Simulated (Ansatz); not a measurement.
Partial pair distribution functions of a relaxed model of amorphous Ti₁₆Si₃₂, broadened by 0.06 Å; density 3.76 g/cm³. Calculation: PBE, scalar-relativistic without spin-orbit coupling (plane waves to 420 eV, PAW; Ansatz, a quantum-chemistry and plane-wave program).

Preparation: random packing, a CHGNet melt and quench, and a DFT relaxation. The hot cell started wider than the set density and was brought back towards it in steps. It is the lowest in DFT energy of 2 quenches. It is a model cell: composition and starting density were chosen by hand, and all elements were melted together. No dispersion term was used. Its density started from a set value of 3.69 and ended at 3.76 g/cm³. Cooling (nominally 240 K/ps over its main leg) ran many orders faster than in experiment, which tends to leave more defects and strain. A cell of this size samples the disorder only roughly. The volume was free in the relaxation, at fixed shape. Stress components on the final sampling reach 1.9 GPa. On a 2×2×2 Γ-centred mesh force components of up to 0.37 eV/Å stay, since the relaxation ran on one k-point at (1/4, 1/4, 1/4).

```csv
r (Å),g Ti-Si,g Si-Si,g Ti-Ti
2.20,0.00,0.02,0.00
2.30,0.02,0.40,0.00
2.40,0.71,2.35,0.00
2.50,3.39,3.64,0.01
2.60,5.87,1.77,0.25
2.70,6.02,1.30,0.49
2.80,3.28,0.56,1.09
2.90,1.42,0.69,1.56
3.00,0.69,0.91,1.52
3.10,0.47,1.11,1.62
3.20,0.20,1.11,2.64
3.30,0.17,0.86,2.18
3.40,0.20,0.78,1.83
3.50,0.11,0.82,1.59
3.60,0.15,0.80,0.72
3.70,0.23,1.18,0.67
3.80,0.32,1.19,0.40
3.90,0.31,1.06,0.20
4.00,0.58,0.86,0.38
4.10,0.67,0.91,0.54
4.20,0.92,0.80,0.09
4.30,1.04,0.88,0.07
4.40,1.37,0.88,0.44
4.50,1.78,1.01,1.07
```

Within 3.22 Å each Ti has 8.69 Si neighbours on average.
